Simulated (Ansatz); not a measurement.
# AlB2-type TmSi2 (cell taken from a computed entry)

These are LDA (Ansatz, a first-principles code, PAW) values and carry that method's errors.

Settings: plane-wave cutoff 500 eV, 12×12×10 k mesh (along the axes of the cell as run), Fermi–Dirac smearing 0.05 eV, spin-polarised start, scalar-relativistic PAW data made under PBE.

Cell: relaxed at this level.

| Property | Result |
|---|---|
| equilibrium volume per atom | 17.06 Å³/atom |
| lattice constant a | 3.968 Å |
| lattice parameter c | 3.754 Å |
| band gap | none |

Note: the magnetic order was assumed, not searched for or taken from measurement; the relaxation could not lower the start's symmetry, so the cell can be a saddle point above a distorted one; the 4f shell is treated without U or exact exchange, so its levels and filling can be wrong.

Spin–orbit coupling is not included.

Computed values are for the static lattice.

It cost roughly 2.2 core-minutes of CPU time.
